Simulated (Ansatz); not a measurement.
Consider the following.

```xyz
5
Lattice="5.4754 0.0000 0.0000 2.7377 4.7418 0.0000 2.7377 -1.5806 2.2538" Properties=species:S:1:pos:R:3 pbc="T T T"
Sr     0.0000     0.0000     0.0000
Ti     2.7377     1.5806     1.1269
O      2.7377     0.0000     0.0000
O      1.3688     2.3709     0.0000
O      4.1065     2.3709     0.0000
```

No spin polarisation.

Method: PBEsol, PAW, 420 eV (Ansatz, a first-principles code; scalar-relativistic without spin-orbit coupling). k-mesh 9×9×9 (Γ-centred); smearing 0.05 eV (Fermi–Dirac).

**Question.** Predict the smallest direct gap, space group, gap character and band gap.

**Answer.** 
- Smallest direct gap: 2.18 eV
- Space group: R-3m (No. 166)
- Gap character: indirect, T → Γ
- Band gap: 1.85 eV

The cells carry an imposed strain or load. No phonon test of stability was made. All final runs are without spin polarisation. The cell was made from SrTiO3 in the cubic perovskite structure (space group Pm-3m, No. 221) by this change: biaxial strain −0.50 %, plane normal [111], relaxed out of plane. Many cubic perovskites are stable only at high temperature; tilts and polar distortions were not tested.
